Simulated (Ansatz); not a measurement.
Base system: ZrB2 (space group P6/mmm, No. 191; a = 3.155 Å, c = 3.506 Å; relaxed with 0.1 eV smearing). Axes: x lies along a and z along c of the hexagonal cell.

Structures relaxed with Kohn–Sham DFT with the PBEsol functional, run in Ansatz (a program for electronic structure) with PAW and 420 eV plane waves, spin-orbit coupling left out.

Base:

Simulated powder pattern, Cu Kα, λ = 1.54184 Å (kinematic, ideal powder, no thermal factors, no anomalous dispersion; the 14 strongest lines at most, above 2 %, up to 2θ = 90°):

```json
[
 {"2θ (°)": "25.40", "I/Imax (%)": "35", "hkl": "(001)"},
 {"2θ (°)": "32.77", "I/Imax (%)": "70", "hkl": "(100)"},
 {"2θ (°)": "41.92", "I/Imax (%)": "100", "hkl": "(101)"},
 {"2θ (°)": "52.18", "I/Imax (%)": "9.8", "hkl": "(002)"},
 {"2θ (°)": "58.51", "I/Imax (%)": "21", "hkl": "(110)"},
 {"2θ (°)": "63.00", "I/Imax (%)": "22", "hkl": "(102)"},
 {"2θ (°)": "64.80", "I/Imax (%)": "17", "hkl": "(111)"},
 {"2θ (°)": "68.70", "I/Imax (%)": "8.3", "hkl": "(200)"},
 {"2θ (°)": "74.54", "I/Imax (%)": "18", "hkl": "(201)"},
 {"2θ (°)": "82.20", "I/Imax (%)": "16", "hkl": "(112)"}
]
```

The change: tensor shear ε_xz = +1.14 % (engineering shear γ = 0.0228), atoms relaxed at fixed cell.

After the change:

Simulated powder pattern, Cu Kα, λ = 1.54184 Å (kinematic, ideal powder, no thermal factors, no anomalous dispersion; the 14 strongest lines at most, above 2 %, up to 2θ = 90°):

```
2θ (°)  d (Å)  I/Imax (%)       hkl
------  -----  ----------  --------
25.41   3.506          50     (001)
32.78   2.732         100     (010)
41.50   2.176          49     (101)
41.92   2.155          47     (011)
42.34   2.135          46  (1 0 -1)
52.19   1.753          14     (002)
58.51   1.577          29     (110)
62.38   1.489          11     (102)
63.01   1.475          10     (012)
63.64   1.462         9.9  (1 0 -2)
68.71   1.366          12     (020)
73.97   1.281         8.5     (201)
74.54   1.273         8.3     (021)
75.14   1.264         8.2  (2 0 -1)
```

The indices refer to the base's conventional cell; one index is shown for lines that coincide. The space group is now C2/m (No. 12).

The cells carry an imposed strain or load. Whether these cells are dynamically stable was not tested. The final runs are not spin-polarised.
